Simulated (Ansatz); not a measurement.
Base system: SnSe in the GeS type structure (space group Pnma, No. 62; layered, stacked along the Cartesian x axis).

```xyz
8
Lattice="11.5344 0.0000 0.0000 0.0000 4.1208 0.0000 0.0000 0.0000 4.5784" Properties=species:S:1:pos:R:3 pbc="T T T"
Sn     1.3607     1.0302     0.5335
Sn     4.4065     3.0906     2.8226
Sn    10.1737     3.0906     4.0449
Sn     7.1279     1.0302     1.7557
Se     9.8448     1.0302     2.2222
Se     7.4567     3.0906     4.5114
Se     1.6895     3.0906     2.3561
Se     4.0776     1.0302     0.0670
```

Cartesian axes are those of the cell as printed.

All numbers come from Ansatz (an electronic-structure program), r2SCAN+rVV10, PAW, cutoff 500 eV, no spin-orbit coupling, earlier PAW set.

Base values:

| Item | Result |
|---|---|
| Band gap | 0.89 eV |
| Smallest direct gap | 1.18 eV |
| Shortest interatomic distance | 2.757 Å |
| Gap character | indirect, k = (0, 0, 0.429) in the run's primitive reciprocal basis → Y–Γ (33 % along) |

Now apply this change: the cell is compressed by 5.07 % along z with no lateral relaxation, atoms relaxed at fixed cell.

Task: Estimate the effect on the stress.

Result: The stress (xx, yy, zz, yz, xz, xy; compression positive) is (1.02, 1.89, 2.17, 0.00, 0.00, 0.00) GPa.

Task: What happens to the band gap?

Result: The band gap decreases by 0.403 eV, from 0.89 eV to 0.48 eV.

Task: Estimate the effect on the smallest direct gap.

Result: The smallest direct gap decreases by 0.28 eV to 0.90 eV.

Task: How does this affect the energy relative to the base?

Result: The energy grows by 8.7 meV/atom.

Task: Estimate the effect on the shortest interatomic distance.

Result: The shortest interatomic distance decreases by 0.017 Å, from 2.757 Å to 2.740 Å.

Task: What happens to the gap character?

Result: The gap character goes from indirect, k = (0, 0, 0.429) in the run's primitive reciprocal basis → Y–Γ (33 % along) to indirect, k = (0, 0, 0.429) in the run's primitive reciprocal basis → Γ.

The cells carry an imposed strain or load. Whether these cells are dynamically stable was not tested.
